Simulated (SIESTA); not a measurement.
# SIESTA run on Cr2O3 (R-3c, 10 atoms in the cell): self-consistent single point

Method of the run: SIESTA with LDA PW92, numerical atomic orbitals DZP, PseudoDojo LDA standard norm-conserving potentials (rewritten from UPF to PSML).

The input file:

```
# files in the folder: Cr.psml O.psml (PseudoDojo LDA standard)
SystemName  Cr2O3
SystemLabel cr2o3

NumberOfAtoms                10
NumberOfSpecies              2
%block ChemicalSpeciesLabel
  1 24 Cr
  2 8 O
%endblock ChemicalSpeciesLabel
LatticeConstant              1.0 Ang
%block LatticeVectors
     2.486859000    1.435788000    4.477565000
    -2.486859000    1.435788000    4.477565000
     0.000000000   -2.871578000    4.477565000
%endblock LatticeVectors
AtomicCoordinatesFormat      ScaledCartesian
%block AtomicCoordinatesAndAtomicSpecies
     0.000000000   -0.000000700    4.699428346  1
    -0.000000000   -0.000001300    8.733266654  1
    -0.000000000   -0.000000300    2.016919154  1
    -0.000000000   -0.000001700   11.415775846  1
     0.750272926   -1.572067715    7.835738750  2
    -0.750272926    1.572065715    5.596956250  2
     0.986313148    1.435787500    7.835738750  2
    -0.986313148   -1.435789500    5.596956250  2
    -1.736586074    0.136276715    7.835738750  2
     1.736586074   -0.136278715    5.596956250  2
%endblock AtomicCoordinatesAndAtomicSpecies

XC.functional                LDA
XC.authors                   PW92
PAO.BasisSize                DZP
PAO.EnergyShift              0.01 Ry
MeshCutoff                   300 Ry
%block kgrid.MonkhorstPack
    4   0   0  0.0
    0   4   0  0.0
    0   0   4  0.0
%endblock kgrid.MonkhorstPack
OccupationFunction           FD
ElectronicTemperature        0.1 eV
Spin                         polarized
%block DM.InitSpin
  1 +3.00
  2 +3.00
  3 +3.00
  4 +3.00
  5 +0.00
  6 +0.00
  7 +0.00
  8 +0.00
  9 +0.00
  10 +0.00
%endblock DM.InitSpin

MaxSCFIterations             150
SCF.Mixer.Method             Broyden
SCF.Mixer.Weight             0.1
SCF.Mixer.History            6
SCF.DM.Tolerance             1.0E-05
Diag.ParallelOverK           true
WriteForces                  true
Charge.Mulliken              end
```

Output, abridged:

```
reinit: Reading from file input.fdf

reinit: System Name: Cr2O3
reinit: System Label: cr2o3

NOTE on units for spin output:
{S} is the spin magnetic moment, in units of the Bohr magneton,
assuming a g-factor for the electron spin of exactly 2.
The spin magnetic moment is then numerically equal to the charge inbalance,
in units of electrons, between the spin-up and -down channels.

coor:   Atomic-coordinates input format  =     Cartesian coordinates
coor:                                          (in units of alat)

siesta: Atomic coordinates (Bohr) and species
siesta:      0.00000  -0.00000   8.88063  1        1
siesta:     -0.00000  -0.00000  16.50348  1        2
siesta:     -0.00000  -0.00000   3.81142  1        3
siesta:     -0.00000  -0.00000  21.57269  1        4
siesta:      1.41781  -2.97078  14.80740  2        5
siesta:     -1.41781   2.97077  10.57671  2        6
siesta:      1.86386   2.71325  14.80740  2        7
siesta:     -1.86386  -2.71325  10.57671  2        8
siesta:     -3.28167   0.25753  14.80740  2        9
siesta:      3.28167  -0.25753  10.57671  2       10

siesta: System type = bulk

initatomlists: Number of atoms, orbitals, and projectors:     10   154   150

siesta: ******************** Simulation parameters ****************************
redata: Spin configuration                          = collinear
redata: Time-Reversal Symmetry                      = T
redata: Number of Atomic Species                    =        2
redata: Mesh Cutoff                                 =   300.0000 Ry
redata: Net charge of the system                    =     0.0000 |e|
redata: Min. number of SCF Iter                     =        0
redata: Max. number of SCF Iter                     =      150
redata: SCF convergence failure will abort job
redata: SCF mix quantity                            = Hamiltonian
redata: Mix DM or H after convergence               =   F
   [... lines left out ...]
diag: Used triangular part                          = Lower
diag: Absolute tolerance                            =  0.100E-15
diag: Orthogonalization factor                      =  0.100E-05
diag: Memory factor                                 =  1.0000

superc: Internal auxiliary supercell:     5 x     5 x     5  =     125
superc: Number of atoms, orbitals, and projectors:   1250  19250  18750

                        Single-point calculation

superc: Internal auxiliary supercell:     5 x     5 x     5  =     125
superc: Number of atoms, orbitals, and projectors:   1250  19250  18750

outcell: Unit cell vectors (Ang):
        2.486859    1.435788    4.477565
       -2.486859    1.435788    4.477565
        0.000000   -2.871578    4.477565

outcell: Cell vector modules (Ang)   :    5.319262    5.319262    5.319262
outcell: Cell angles (23,13,12) (deg):     55.7468     55.7468     55.7468
outcell: Cell volume (Ang**3)        :     95.9257
new_DM -- step:     1
Initializing Density Matrix...

Attempting to read DM from file... Failed...
DM filled with atomic data (user-defined):

InitMesh: MESH = 48 x 48 x 48 = 110592
InitMesh: Mesh cutoff (required, used) =   300.000   317.615 Ry

stepf: Fermi-Dirac step function
        iscf     Eharris(eV)        E_KS(eV)     FreeEng(eV)     dDmax    Ef(eV) dHmax(eV)
   scf:    1   -12135.649333   -12299.987412   -12300.224267  0.571124  0.889384 24.209266
     spin moment: {S} , |S| = {        0.0        0.0    8.33989 }     8.33989
   scf:    2   -12379.675578   -12343.000675   -12343.247133  0.186204 -0.498331 16.127883
     spin moment: {S} , |S| = {        0.0        0.0    9.15890 }     9.15890
   scf:    3   -12374.018229   -12374.487402   -12374.719746  0.306378 -3.289221  2.944517
     spin moment: {S} , |S| = {        0.0        0.0   10.58432 }    10.58432
   scf:    4   -12365.072913   -12370.398200   -12370.647088  0.028593 -3.477598  5.151236
     spin moment: {S} , |S| = {        0.0        0.0   10.28616 }    10.28616
   scf:    5   -12379.002431   -12375.683955   -12375.805879  0.068881 -3.987556  2.341672
     spin moment: {S} , |S| = {        0.0        0.0   11.55240 }    11.55240
   scf:    6   -12373.168912   -12375.515455   -12375.627273  0.072744 -3.386137  2.092452
   [... lines left out ...]
   scf:   13   -12376.457274   -12376.457177   -12376.485376  0.000108 -3.582780  0.002391
     spin moment: {S} , |S| = {        0.0        0.0   11.93980 }    11.93980
   scf:   14   -12376.457102   -12376.457139   -12376.485378  0.000029 -3.582736  0.001950
     spin moment: {S} , |S| = {        0.0        0.0   11.93969 }    11.93969
   scf:   15   -12376.457046   -12376.457093   -12376.485380  0.000037 -3.582670  0.001415
     spin moment: {S} , |S| = {        0.0        0.0   11.93956 }    11.93956
   scf:   16   -12376.457013   -12376.457053   -12376.485381  0.000032 -3.582602  0.000852
     spin moment: {S} , |S| = {        0.0        0.0   11.93944 }    11.93944
   scf:   17   -12376.457016   -12376.457035   -12376.485381  0.000017 -3.582574  0.000502
     spin moment: {S} , |S| = {        0.0        0.0   11.93939 }    11.93939
   scf:   18   -12376.457029   -12376.457032   -12376.485381  0.000007 -3.582566  0.000368
     spin moment: {S} , |S| = {        0.0        0.0   11.93938 }    11.93938
SCF Convergence by DM+H criterion
max |DM_out - DM_in|         :     0.0000067231
max |H_out - H_in|      (eV) :     0.0003675335
SCF cycle converged after 18 iterations

Using DM_out to compute the final energy and forces

siesta: E_KS(eV) =           -12376.4570

siesta: E_KS - E_eggbox =    -12376.4570

siesta: Atomic forces (eV/Ang):
     1   -0.000000   -0.000001    0.147198
     2    0.000000    0.000001   -0.147198
     3   -0.000000    0.000001   -0.147198
     4    0.000000   -0.000001    0.147198
     5   -0.070751   -0.122545    0.000000
     6    0.070751    0.122545   -0.000000
     7    0.141502    0.000000    0.000000
     8   -0.141502   -0.000000    0.000000
     9   -0.070751    0.122545   -0.000000
    10    0.070751   -0.122545    0.000000
   Tot   -0.000000    0.000000   -0.000000
   Max    0.147198
   Res    0.083028    sqrt( Sum f_i^2 / 3N )
   Max    0.147198    constrained

Stress tensor Voigt[x,y,z,yz,xz,xy] (kbar):       90.52       90.52       83.75       -0.00       -0.00        0.00
(Free)E + p*V (eV/cell)   -12381.7700
Target enthalpy (eV/cell)   -12376.4854

siesta: Program's energy decomposition (eV):
siesta: Ebs     =     -2387.553868
siesta: Eions   =     16949.904991
siesta: Ena     =      1693.339014
siesta: Ekin    =      6011.999257
siesta: Enl     =     -1178.989980
siesta: Eso     =         0.000000
siesta: Edftu   =         0.000000
siesta: DEna    =       132.479339
siesta: DUscf   =        10.874305
siesta: DUext   =         0.000000
siesta: Ex      =     -1910.018147
siesta: Ec      =      -186.235827
siesta: Exc     =     -2096.253974
siesta: Eharris =    -12376.457029
siesta: Etot    =    -12376.457032
siesta: FreeEng =    -12376.485381

siesta: Atomic forces (eV/Ang):
siesta:      1   -0.000000   -0.000001    0.147198
siesta:      2    0.000000    0.000001   -0.147198
siesta:      3   -0.000000    0.000001   -0.147198
siesta:      4    0.000000   -0.000001    0.147198
siesta:      5   -0.070751   -0.122545    0.000000
siesta:      6    0.070751    0.122545   -0.000000
siesta:      7    0.141502    0.000000    0.000000
siesta:      8   -0.141502   -0.000000    0.000000
   [... lines left out ...]
siesta: Cell volume =         95.925668 Ang**3
siesta:         -88.26490712        -97.32374946  kBar
   [... lines left out ...]
   3  5.089   0.970   0.161   0.009   0.981   0.981   0.981   0.114   0.120
              0.114   0.115   0.144   0.095   0.144   0.115   0.008   0.016

             -0.003   0.016   0.008
   4  5.089   0.970   0.161   0.009   0.981   0.981   0.981   0.114   0.120
              0.114   0.115   0.144   0.095   0.144   0.115   0.008   0.016

             -0.003   0.016   0.008

Species: O
Atom  Qatom  Qorb
               2s      2s      2py     2pz     2px     2py     2pz     2px
               3Pdxy   3Pdyz   3Pdz2   3Pdxz   3Pdx2-y2
   5  3.279   0.859   0.016   0.830   0.829   0.848  -0.038  -0.037  -0.045
              0.003   0.005   0.002   0.004   0.004
   6  3.279   0.859   0.016   0.830   0.829   0.848  -0.038  -0.037  -0.045
   [... 9 lines left out ...]

mulliken: Qtot =       40.030

Mulliken Atomic Populations:
Atom #   charge [q] valence [e]      Sz [e]  Species
     1     0.788000   13.212000    3.033100  Cr
     2     0.788000   13.212000    3.033100  Cr
     3     0.788000   13.212000    3.033100  Cr
     4     0.788000   13.212000    3.033100  Cr
     5    -0.525333    6.525333   -0.032169  O
     6    -0.525333    6.525333   -0.032169  O
     7    -0.525333    6.525333   -0.032169  O
     8    -0.525333    6.525333   -0.032169  O
     9    -0.525333    6.525333   -0.032169  O
    10    -0.525333    6.525333   -0.032169  O
 Total     0.000000               11.939384
```

The run converged in 18 iterations.

The starting cell comes from a database of computed structures (which also holds hypothetical and non-ambient phases and stackings), without a prior relaxation at this level. Its lattice was rescaled by a random factor within 2.5 % of one. The magnetic order is the one reached from the typed start; others were not searched systematically. Values carry the incompleteness of an atom-centred basis. With a pressure of about -9 GPa the cell is away from its equilibrium volume at this level.

Cost on one core of a shared machine: roughly 60 s.
